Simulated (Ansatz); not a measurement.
Bond-angle distributions (per cent of the angles at each element, bins of 10°) of a relaxed model of amorphous Si24O49Zn at 2.27 g/cm³. Calculation: PBE, scalar-relativistic without spin-orbit coupling (plane waves to 420 eV, PAW; Ansatz, a program for electronic structure).

Preparation: random packing, a CHGNet melt and quench, and a DFT relaxation. O atoms were pushed apart under 1.9 Å during the dynamics, to hinder bonds among them. The hot cell started wider than the set density and was brought back towards it in steps. It is the lowest in DFT energy of 2 quenches. It is a model cell: composition and starting density were chosen by hand, and all elements were melted together. No dispersion term was used. Its density started from a set value of 2.27 and ended at 2.27 g/cm³. The simulated quench (nominally 480 K/ps over its main leg) is rapid and tends to freeze in more defects than a deposited or slowly cooled glass has. One small periodic cell is one sample of the glass; other quenches scatter about these values. The volume was held where the preparation left it and the shape relaxed, at a PBE pressure of 0.0 GPa.

Cut-offs for bonds: Si-Si 2.60 Å, Si-O 1.90 Å, Si-Zn 2.56 Å, O-O 1.58 Å, O-Zn 2.26 Å, Zn-Zn 2.68 Å. Two cations that share two anions don't count as bonded, nor two that share one unless they lie closer than Si-Si 2.38 Å, Si-Zn 2.49 Å, Zn-Zn 2.61 Å.

```csv
angle (°),at Si,at O
50-60,0,0
60-70,0,0
70-80,0,0
80-90,1,6
90-100,3,6
100-110,49,0
110-120,44,4
120-130,3,24
130-140,0,27
140-150,0,18
150-160,0,12
160-170,0,4
170-180,0,0
```

They go with these counts of neighbours within the cut-offs, cation contacts included: Si mean 4.0, most often 4; O mean 2.0, most often 2.
